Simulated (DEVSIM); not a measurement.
System: abrupt InP n-p junction, at 300 K.

Layer 1 from the left is InP, thickness (μm) 6.00, Nd (cm⁻³) 8.5e16, τn (s) 3e-9, τp (s) 3e-9. Layer 2 from the left is InP, thickness (μm) 53.0, Na (cm⁻³) 7.1e14, τn (s) 3e-9, τp (s) 3e-9.

Left contact: ohmic. Right contact: ohmic. Voltage is applied to the left contact. Recombination: SRH at mid-gap, radiative. Mobility is μmin + (μ − μmin)/(1 + (N/Nref)^α).

The device is made up for the run: typed textbook-type constants, with dimensions and the other settings drawn at random. Values at 300 K.

InP: gap (eV) 1.344, affinity (eV) 4.38, permittivity 12.5, Nc (cm⁻³) 5.7e17, Nv (cm⁻³) 1.1e19, μn (cm²/Vs) 5200, μp (cm²/Vs) 170, μn,min 400, μp,min 10, Nref,n 3e17, Nref,p 4.9e17, αn 0.47, αp 0.62, B (cm³/s) 1.2e-10.

### Question
Estimate by hand the built-in potential, the peak field at zero bias, the capacitance at 0.6 V, and compare with a numerical solution.

### Answer

- Built-in potential: ni = √(Nc Nv) exp(−Eg/2kT) = 1.29e7 cm⁻³ with Eg = 1.344 eV; Vbi = kT/q ln(Na Nd/ni²) = 1.045 V; numerical 1.045 V.
- Peak field at zero bias: depletion approximation: W = √(2εVbi/(qN)) = 1.43 μm with N = 7.04e14 cm⁻³; field = 2Vbi/W = 14600 V/cm; numerical 19300 V/cm (estimate below by 24 %).
- Capacitance at 0.6 V: C = √(qεN / 2(Vbi + |V|)) = 6.16 nF/cm²; numerical 6.30 nF/cm² (estimate below by 2.2 %).

Simulated with DEVSIM: 1D drift-diffusion, Boltzmann statistics, complete ionisation; no tunnelling, impact ionisation, image-force lowering or self-heating.
